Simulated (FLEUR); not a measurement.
Worked example: self-consistent single point of C (P-1, 2 atoms in the cell) in FLEUR.

Computed with PBEsol, all-electron FLAPW (FLEUR), scalar-relativistic valence run with FLEUR.

```xyz
2
Lattice="2.1816 0.0000 0.0000 -1.0908 1.8893 0.0000 0.0000 0.0000 3.5421" Properties=species:S:1:pos:R:3 pbc="T T T"
C     -0.0621     1.2189     0.8888
C      1.1529     0.6705     2.6533
```

Reference input (self-consistent single point, DFT, PBE, all-electron FLAPW (FLEUR), scalar-relativistic valence): Kmax = 4.4 1/bohr; GmaxXC = 15.4 1/bohr; xcFunctional = pbe; jspins = 1; l_soc = F; mode = gauss; fermiSmearingEnergy = 0.00183747 Htr; mesh (inpgen div1-3) = 14 14 8; inpgen gamma flag = true; Gmax = 15.4 1/bohr; numbands = 0; maxIterBroyd = 15. This run's input differs from it in these lines:

```diff
@@ -14,2 +14,3 @@
 &comp jspins=1 /
+&exco xctyp='PBEs' /
 &kpt div1=14 div2=14 div3=8 gamma=t /
@@ -26,3 +27,3 @@
       <coreElectrons ctail="T" frcor="F" kcrel="0" coretail_lmax="0"/>
-      <xcFunctional name="pbe" relativisticCorrections="F"/>
+      <xcFunctional name="PBEs" relativisticCorrections="F"/>
       <magnetism jspins="1"/>
```

The program printed (abridged):

```
 Iteration:     1   Distance:       3.88903146 me/bohr^3
 Iteration:     2   Distance:       3.65515064 me/bohr^3
 Iteration:     3   Distance:       0.58094799 me/bohr^3
 Iteration:     4   Distance:       0.20374128 me/bohr^3
 Iteration:     5   Distance:       0.18122658 me/bohr^3
   [... 3 lines left out ...]
 Iteration:     9   Distance:       0.00022554 me/bohr^3
 Iteration:    10   Distance:       0.00011220 me/bohr^3
 Iteration:    11   Distance:       0.00001742 me/bohr^3
 Iteration:    12   Distance:       0.00000060 me/bohr^3
 Reset of history
 Run finished successfully
 Stop message:
   Structural relaxation: new displacements generated

[file out, last iteration]
             iter=     13
[...]
          total density-effective poten   -1.1236984189E+02
          total charge density-energy d   -1.0180635482E+01
 Updated energy parameters for spin:           1
[...]
 fermi energy and band-weighting factors:

[...]
FERMIE:
          first approx. to ef    (T=0)  :   0.337468 htr   (energy of the highest occ. eigenvalue)
          number of occ. states  (T=0)  :       3152
          first approx. to seigv (T=0)  :   0.629249 htr
          sum of weights of occ. states :   4.000000
          sum of semicore charge        :   0.000000 e
          fermi energy=   0.33712 har   work function=  -9.17358 ev
          number of valence electrons=   8.00000
   [... lines left out ...]
     k-point=  393
     k-point=  394
     k-point=  395
     k-point=  396
     k-point=  397
     k-point=  398
     k-point=  399
     k-point=  400
     k-point=  401
     k-point=  402
     k-point=  403
     k-point=  404
     k-point=  405
     k-point=  406
     k-point=  407
     k-point=  408
     k-point=  409
     k-point=  410
     k-point=  411
     k-point=  412
     k-point=  413
     k-point=  414
     k-point=  415
```

The run converged in 12 iterations. FLEUR gives forces in its relaxation mode, with a further iteration, so its stop message speaks of a relaxation. Against the reference run the largest force goes from 0.992 to 0.977 eV/Å.

The starting cell was generated: these elements placed on a structure prototype, without a prior relaxation; it need not be a known phase or ordering of this composition. Its atoms were displaced at random from the sites of space group no. 194. Values depend on the basis (sphere radii, cutoffs, local orbitals), which need not be converged.

Cost on one core of a shared machine: roughly 5 min.
